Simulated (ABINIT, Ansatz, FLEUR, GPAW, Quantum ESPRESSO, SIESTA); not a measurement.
## One structure in several programs: CsRuF6 (R-3m, 8 atoms in the cell)

Self-consistent single point.

```yaml
crystal:
  lattice:
    - [4.05543, 2.34140, 2.68570]
    - [-4.05543, 2.34140, 2.68570]
    - [0.00000, -4.68280, 2.68570]
  atoms:
    - { symbol: Cs, position: [0.50000, 0.50000, 0.50000] }
    - { symbol: Ru, position: [0.00000, 0.00000, 0.00000], spin: 2.0 }
    - { symbol: F, position: [0.24876, 0.24876, 0.91853] }
    - { symbol: F, position: [0.75123, 0.75123, 0.08147] }
    - { symbol: F, position: [0.91853, 0.24876, 0.24876] }
    - { symbol: F, position: [0.08147, 0.75123, 0.75123] }
    - { symbol: F, position: [0.24876, 0.91853, 0.24876] }
    - { symbol: F, position: [0.75123, 0.08147, 0.75123] }
```
(The spins are starting values, not results.)

All programs got the same cell, k-point mesh and kind of occupations, and the same starting moments (in Ansatz's words: kpoints.mp_grid.grid = 3 3 3; magnetization.spin_polarized = true; scf.occupations.method = fermi_dirac; scf.occupations.width = 0.05 eV); potentials, basis and cutoffs are each program's usual ones.

```tsv
code	model	pressure (GPa)	largest force (eV/Å)	gap on the mesh (eV)	size of the net moment (μB/atom)	k-points	cutoff
Quantum ESPRESSO	LDA (PZ), GBRV 1.5 ultrasoft (LDA) pseudopotentials	-7.15	1.193	1.067	0.38	6	40 Ry
Ansatz	LDA (PW92), PAW files made with PBE	-7.48	1.258	–	0.37	6	default
GPAW	LDA (Perdew-Wang 92), GPAW PAW datasets LDA (gpaw-data 1.0.1)	–	1.493	1.079	0.37	6	900 eV
SIESTA	LDA PW92, numerical atomic orbitals TZP, PseudoDojo LDA standard norm-conserving potentials (rewritten from UPF to PSML)	-6.51	0.961	1.015	0.37	14	grid 300 Ry
ABINIT	LDA (PW92), PAW (JTH v2.0 LDA PAW)	-7.83	1.366	1.077	0.37	6	24 Ha
FLEUR	LDA (Vosko-Wilk-Nusair), all-electron FLAPW (FLEUR), scalar-relativistic valence	–	1.549	1.100	0.38	6	Kmax 4.7 1/bohr
```

A dash marks a value that a program does not give, or that is left out as unsure.

No gap is tabulated for Ansatz (a first-principles code): it is not read from that output, or partly filled or unconverged empty levels leave it unsure.

Gaps are read on the mesh.

The spread over the programs that give each value: pressure within 1.32 GPa; largest force within 0.588 eV/Å; gap on the mesh within 0.085 eV; size of the net moment within 0.01 μB/atom.

The starting cell comes from a database of computed structures (which also holds hypothetical and non-ambient phases and stackings), without a prior relaxation at this level. Its lattice was rescaled by a random factor within 2.5 % of one. On Ansatz's run: With one magnetic atom in the cell only a parallel order is possible. In the base run, with a pressure of about -7 GPa the cell is away from its equilibrium volume at this level. In the base run, forces exceed 1 eV/Å.

**Question.** Why do the programs differ, and what cannot be compared?

**Answer.** Differences of this kind can come from the potentials, where these differ, and from what each basis and cutoff leave unconverged. The valence holds different numbers of electrons (Quantum ESPRESSO 67, Ansatz 67, GPAW 67, SIESTA 67, ABINIT 67, FLEUR 65). The zero of total energies and Fermi levels follows the potentials and each program's conventions, so they are not compared here. SIESTA uses small atom-centred bases, whose incompleteness enters pressures, forces and empty levels differently from a plane-wave cutoff. FLEUR treats all electrons, but the usual bases taken here (sphere radii, linearisation, local orbitals, empty states) were not tested for convergence, so the values are no reference for the others. Ansatz's pressure is given at a fixed set of plane waves, as the other plane-wave codes print theirs; with its correction for the finite basis it is -7.00 GPa (the shift of 0.48 GPa shows how far the cutoff is from converged). The pressure of GPAW is left out: its cutoff lies under the one at which its stress was checked. The same LDA comes in different parametrisations, which differ slightly. Site moments depend on each program's spheres or projections; the total moment of the cell does not. The programs reduce the same mesh by symmetry to different extents, which changes the work and not the result. In the force vectors, Quantum ESPRESSO (by 0.119), GPAW (by 0.181), SIESTA (by 0.351) and FLEUR (by 0.239) lie more than 0.08 eV/Å from the median of the plane-wave programs.

The shared mesh is coarse (it stands for a supercell whose shortest vector is 16 Å), so the values are not converged in it.

Keys are those of Ansatz 0.2.
